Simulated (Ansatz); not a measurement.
# GaAs under load (space group F-43m): band-edge transport data

```xyz
2
Lattice="0.0000 2.8465 2.8465 2.8465 0.0000 2.8465 2.8465 2.8465 0.0000" Properties=species:S:1:pos:R:3 pbc="T T T"
Ga     0.0000     0.0000     0.0000
As     1.4232     1.4232     1.4232
```

Calculation: PBE with spin-orbit coupling, rigid bands (plane waves, PAW; Ansatz, a first-principles code). Condition of this run: hydrostatic pressure of -1.2 GPa (compression positive) (the target of the relaxation). Cell: cell and atoms relaxed with PBEsol, then loaded as said.

- band gap: 0.25 eV
- hole conductivity mass (300 K, dilute): 0.43 mₑ
- effective density of states N_v (300 K): 1.2e19 cm⁻³
- density-of-states mass, holes: 0.62 mₑ
- Seebeck coefficient, p-type 1e19 cm⁻³, 300 K: 244 μV/K

Rigid bands; masses and Seebeck coefficients take one relaxation time τ for all states and one kind of carrier; polarons and phonon drag are left out. Geometry: cell and atoms relaxed with PBEsol.
